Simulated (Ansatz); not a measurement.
# Thickness series in Ag

Base system: Ag in the fcc (Cu type) structure (space group Fm-3m, No. 225; a = 4.0543 Å). Axes: x, y, z lie along the cube axes.

Free-standing slabs (1 atom(s) a layer) normal to [111] with 15 Å of vacuum; in-plane cell held at bulk.

Calculations: DFT with PBEsol, PAW potentials and a 420 eV plane-wave cutoff in Ansatz (a first-principles code), no spin-orbit coupling.

Notes on the quantities. excess energy per area of both faces: slab less bulk energy over the cell's area: twice a surface energy; uncertain by up to 0.2 J/m²; layer's space group: with vacuum.

| change | excess energy per area of both faces | thickness between the outermost nuclei | layer's space group | shortest interatomic distance |
|---|---|---|---|---|
| base | – | – | – | 2.867 Å |
| 1 layer | – | – | P6/mmm (No. 191) | 2.867 Å |
| 2 layers | 2.03 J/m² | 2.33 Å | P-3m1 (No. 164) | 2.858 Å |
| 3 layers | 2.0 J/m² | 4.64 Å | P-3m1 (No. 164) | 2.850 Å |
| 4 layers | 2.1 J/m² | 6.99 Å | P-3m1 (No. 164) | 2.858 Å |
| 5 layers | 2.0 J/m² | 9.32 Å | P-3m1 (No. 164) | 2.855 Å |
| 6 layers | 2.1 J/m² | 11.65 Å | P-3m1 (No. 164) | 2.855 Å |
| 7 layers | 2.1 J/m² | 14.01 Å | P-3m1 (No. 164) | 2.855 Å |

Slab and bulk use different k-meshes, which limits the precision of the excess energy. Stability against distortions was not tested.
